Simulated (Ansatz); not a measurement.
Levels about the gap of amorphous Si$_{24}$O$_{47}$H$_{2}$ (73 atoms in a cell of 1057 Å³, 2.24 g/cm³; zone centre alone, so wide bands show as single levels with stretches between that a denser mesh fills), at the geometry that PBE relaxed, where it gives 1.9 GPa on a denser mesh. The participation number counts the atoms over which a state spreads; weights are charges in smoothed Voronoi cells. The levels come from a single point, so bond lengths are those of that geometry. Method of the levels: PBE, scalar-relativistic without spin-orbit coupling (Ansatz, an electronic-structure program). Sampling: the zone centre alone; Fermi-Dirac width 0.01 eV; collinear spin, started from moments on atoms (at the end a net moment of 0.0 μB, with unpaired spins of both signs, a broken-symmetry state; no other order was tried). The usual formal charges leave 4 electrons over, so the level spacing at the Fermi energy parts defect or band states and needn't be the band gap. In the spin-polarised cell the level spacing at the Fermi energy can part levels of unlike spin. At PBE the levels at both edges of the gap are localised (band-tail or defect states), and the nearest spread-out levels lie 6.1 eV apart at the zone centre.

A CHGNet melt-quench gave the starting glass, which DFT then relaxed. O atoms were pushed apart under 1.9 Å during the dynamics, to hinder bonds among them. The hot cell started wider than the set density and was brought back towards it in steps. It is the lowest in DFT energy of 2 quenches. It is a model cell: composition and starting density were chosen by hand, and all elements were melted together. No dispersion term was used. Its density started from a set value of 2.24 and ended at 2.24 g/cm³. The simulated quench (nominally 780 K/ps over its main leg) is rapid and tends to freeze in more defects than a deposited or slowly cooled glass has. One small periodic cell is one sample of the glass; other quenches scatter about these values. The volume was held where the preparation left it, at a PBE pressure of 1.9 GPa. Stress components on the final sampling reach 3.1 GPa.

```tsv
E - E(highest filled), eV	filling	spin	participation number	largest on	weight O	weight Si	weight H
-2.51	filled	dn	13.4	O, 2 neighbours	0.96	0.04	0.01
-2.38	filled	up	4.0	O, 2 neighbours	0.92	0.03	0.05
-2.38	filled	dn	4.0	O, 2 neighbours	0.92	0.03	0.05
-0.99	filled	dn	4.9	O, 2 neighbours	0.47	0.53	0.00
-0.99	filled	up	4.9	O, 2 neighbours	0.47	0.53	0.00
-0.09	filled	up	3.0	Si, 3 neighbours	0.41	0.59	0.00
0.00	filled	dn	2.9	Si, 3 neighbours	0.40	0.60	0.00
1.78	empty	dn	3.4	Si, 3 neighbours	0.42	0.58	0.00
1.87	empty	up	3.4	Si, 3 neighbours	0.42	0.58	0.00
2.86	empty	dn	4.8	Si, 4 neighbours	0.33	0.66	0.01
2.86	empty	up	4.8	Si, 4 neighbours	0.33	0.66	0.01
3.54	empty	dn	62.1	Si, 3 neighbours	0.67	0.30	0.03
3.55	empty	up	59.3	Si, 3 neighbours	0.67	0.30	0.03
4.55	empty	up	12.7	Si, 4 neighbours	0.54	0.42	0.04
```

Most localised among these is the filled level at +0.00 eV, on a Si atom, which has 3 neighbours (O 1.65 Å, O 1.66 Å, O 1.67 Å).
